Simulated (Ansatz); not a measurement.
Start from LaLuO$_{3}$ in the cubic perovskite structure (space group Pm-3m, No. 221; a = 4.193 Å; a hypothetical phase, not in the database extracts checked). Axes: x, y, z lie along the cube axes.

It is then changed as follows: tensile biaxial strain of 1.54 % in the plane normal to [110], as in epitaxy on a mismatched substrate; the out-of-plane cell vector and the atoms relax.

Levels (all Ansatz, an electronic-structure program, PAW): PBEsol (420 eV, no spin-orbit coupling); HSE06 (420 eV, no SOC).

The geometry is relaxed with PBEsol.

| Property | Value |
|---|---|
| PBEsol lowest conduction level above the VBM at special points | Γ 1.34 eV; Z 1.47 eV; S 1.47 eV |

Question: What does HSE06 give at this geometry for the lowest conduction level above the VBM at special points?

Answer: The lowest conduction level above the VBM at special points becomes Γ 3.01 eV; Z 4.50 eV; S 4.49 eV (PBEsol: Γ 1.34 eV; Z 1.47 eV; S 1.47 eV).

Single points use the geometry relaxed with PBEsol. The levels and masses belong to the bands next to the band gap. No phonon test of stability was made. Many cubic perovskites are stable only at high temperature; tilts and polar distortions were not tested. Labels are those of the standard path for the cell's own space group.
